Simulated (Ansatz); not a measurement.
Effect of biaxial strain −0.42 %, plane normal [111], relaxed out of plane on Si

Take Si in the diamond structure (space group Fd-3m, No. 227; a = 5.434 Å) as the base. Axes: x, y, z lie along the cube axes.

Perturbation: compressive biaxial strain of 0.42 % in the plane normal to [111], as in epitaxy on a mismatched substrate; the out-of-plane cell vector and the atoms relax.

The values are results of PBEsol (Ansatz, a quantum-chemistry and plane-wave program; PAW; 420 eV plane waves; no SOC), not measurements. k-mesh 11×11×11 (Γ-centred); smearing 0.05 eV (Fermi–Dirac).

The volume per atom decreases by 0.13 Å³, from 20.05 Å³ to 19.92 Å³ and the space group changes from Fd-3m (No. 227) to R-3m (No. 166). The shortest interatomic distance drops by 0.0065 Å (2.353 Å → 2.346 Å) and the energy grows by 0.5 meV/atom. The pressure (mean of the normal stresses, compression positive) increases by 0.62 GPa (-0.01 GPa → 0.61 GPa) and the band gap drops by 0.034 eV, from 0.47 eV to 0.43 eV. The gap character comes out as indirect, Γ → F–Γ (13 % along) and the valence-band top at Γ (three highest levels, from the VBM) changes from 0.00, 0.00, 0.00 eV to 0.00, 0.00, -0.06 eV. The valley order (the lowest conduction-band minima on the path, energy above the VBM, named in the base's zone) becomes a point along [010], about 1.0 Å⁻¹ from Γ 0.43 eV; L along [1-1-1] 1.44 eV; L along [111] 1.52 eV (base: a point along ⟨100⟩, about 1.0 Å⁻¹ from Γ 0.47 eV; L along ⟨111⟩ 1.46 eV) and the out-of-plane strain is +0.19 %. The mean in-plane stress (compression positive) is +0.9 GPa.

Gaps are Kohn–Sham eigenvalue differences; semilocal functionals usually give less than the measured gap. Whether these cells are dynamically stable was not tested. k-point labels follow each cell's own Brillouin zone.
